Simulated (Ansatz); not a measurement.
Reference: ZnO (P6_3mc), r2SCAN with spin-orbit coupling, rigid bands (plane waves, PAW; Ansatz, a program for electronic structure); axes and stresses refer to this cell.

```xyz
4
Lattice="3.2299 0.0000 0.0000 -1.6150 2.7972 0.0000 0.0000 0.0000 5.2147" Properties=species:S:1:pos:R:3 pbc="T T T"
Zn     0.0000     1.8648    -0.0102
Zn     1.6150     0.9324     2.5972
O      0.0000     1.8648     1.9657
O      1.6150     0.9324     4.5730
```

* **hole mass along z**: 2.8 mₑ
* **electron conductivity mass**: 0.21 mₑ
* **Seebeck coefficient, p-type 1e19 cm⁻³**: 432 μV/K

### Question
Change: biaxial stress in the c plane of 4.4 GPa (compression positive). What happens to hole mass along z, electron conductivity mass, Seebeck coefficient, p-type 1e19 cm⁻³?

### Answer
hole mass along z decreases to 2.6 mₑ; electron conductivity mass moves little, to 0.21 mₑ; Seebeck coefficient, p-type 1e19 cm⁻³ moves little, to 436 μV/K.

### Question
Change: uniaxial stress along c of -4.4 GPa (compression positive). What happens to hole mass along z, electron conductivity mass, Seebeck coefficient, p-type 1e19 cm⁻³?

### Answer
hole mass along z decreases to 2.7 mₑ; electron conductivity mass moves little, to 0.20 mₑ; Seebeck coefficient, p-type 1e19 cm⁻³ moves little, to 438 μV/K.

Masses are for dilute carriers at 300 K, harmonic means over directions unless an axis is named. Seebeck coefficients are for the stated density at 300 K, with one relaxation time for all states and whether or not that doping can be reached. Stresses and pressures are the targets of the relaxation.  The structure type is held under load, also where the real crystal would transform.
